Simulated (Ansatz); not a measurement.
Worked example: self-consistent single point of CdSe (P6_3mc, 4 atoms in the cell) in Ansatz (an electronic-structure program).

Level of theory: LDA (PW92), default PAW files made with PBE (plane waves; Ansatz).

```xyz
4
Lattice="4.3283 0.0000 0.0000 -2.1641 3.7484 0.0000 0.0000 0.0000 7.0608" Properties=species:S:1:pos:R:3 pbc="T T T"
Cd     2.1641     1.2495     3.5300
Cd     0.0000     2.4989     7.0604
Se     2.1641     1.2495     6.1846
Se     0.0000     2.4989     2.6542
```

Reference input (self-consistent single point, DFT, PBE, plane waves, default PAW files): kpoints.mp_grid.grid = 5 5 3; hamiltonian.xc = pbe; hamiltonian.pseudopotentials = {kind: paw} (the program's default PAW files); scf.occupations.method = fermi_dirac; scf.occupations.width = 0.0007 Ry. This run's input differs from it in these lines:

Ansatz 0.2 input:
```diff
@@ -13,3 +13,3 @@
 hamiltonian:
-  xc: pbe
+  xc: lda
   pseudopotentials: { kind: paw }
```

Output, abridged:

```
SCF iter   1: F=—  HF=-27004.407338 eV  |F-HF|=—  |Δ(HF+E_count)|=         —  Δρ=6.97e-3  dr2=4.22e-2  ethr=1.77e-3  ⟨swp⟩=6.5  Hψ=1659  notcnv=0
all-band conjugate gradients solve this SCF's bands
preconditioner: auto → Resta (q_TF=auto, 2.525 Å⁻¹)
SCF iter   2: F=—  HF=-27004.395589 eV  |F-HF|=—  |Δ(HF+E_count)|=   1.17e-2  Δρ=2.82e-3  dr2=7.35e-3  ethr=5.87e-5  ⟨swp⟩=2.0  Hψ=728  notcnv=0  defer=32
   [... lines left out ...]
SCF iter   4: F=—  HF=-27004.393979 eV  |F-HF|=—  |Δ(HF+E_count)|=   7.33e-5  Δρ=1.64e-4  dr2=3.68e-5  ethr=1.36e-6  ⟨swp⟩=2.0  Hψ=511  notcnv=0  defer=32
SCF iter   5: F=—  HF=-27004.394023 eV  |F-HF|=—  |Δ(HF+E_count)|=   4.43e-5  Δρ=3.61e-5  dr2=2.37e-6  ethr=5.12e-8  ⟨swp⟩=2.5  Hψ=549  notcnv=0  defer=32
SCF iter   6: F=—  HF=-27004.394025 eV  |F-HF|=—  |Δ(HF+E_count)|=   1.52e-6  Δρ=1.69e-5  dr2=4.40e-7  ethr=3.29e-9  ⟨swp⟩=2.0  Hψ=688  notcnv=0  defer=32
SCF iter   7: F=-27004.394025 eV  HF=-27004.394025 eV  |F-HF|=1.78e-8  |Δ(HF+E_count)|=   2.48e-7  Δρ=5.71e-6  dr2=4.57e-8  ethr=1.39e-10  ⟨swp⟩=8.3  Hψ=1956  notcnv=0
SCF 1 converged in 7 iterations: F = -27004.394025 eV  dr2 = 4.57e-8
Free energy (F): -27004.394025 eV
Internal energy: -27004.394025 eV  (E = F + TS)
E sigma→0 (E₀):  -27004.394025 eV
Fermi energy:    7.084105 eV
--- Forces (eV/Å), atoms counted from 1 ---
  atom   1  Cd    -0.00000000     0.00000000     0.00561551
  atom   2  Cd     0.00000000    -0.00000000     0.00561551
  atom   3  Se    -0.00000000     0.00000000    -0.00560663
  atom   4  Se     0.00000000    -0.00000000    -0.00560663
--- Stress (GPa, compression-positive) ---
       -2.735440      -0.000000       0.000000
        0.000000      -2.735440       0.000000
        0.000000       0.000000      -2.784754
  P = ⅓ Tr σ = -2.7519 GPa (-27.519 kbar)
  The stress holds the Pulay correction. Without it, at fixed plane waves, as pw.x and ABINIT print it: P = -2.7755 GPa
```

The run converged in 7 iterations. Against the reference run the pressure goes from 1.89 to -2.75 GPa, the largest force goes from 0.010 to 0.006 eV/Å and the gap on the mesh goes from 0.625 to 0.345 eV.

The starting cell comes from a database of computed structures (which also holds hypothetical and non-ambient phases and stackings), without a prior relaxation at this level. Its lattice was rescaled by a random factor within 2.5 % of one. Ansatz's pressure includes its estimate of the finite-basis (Pulay) stress.
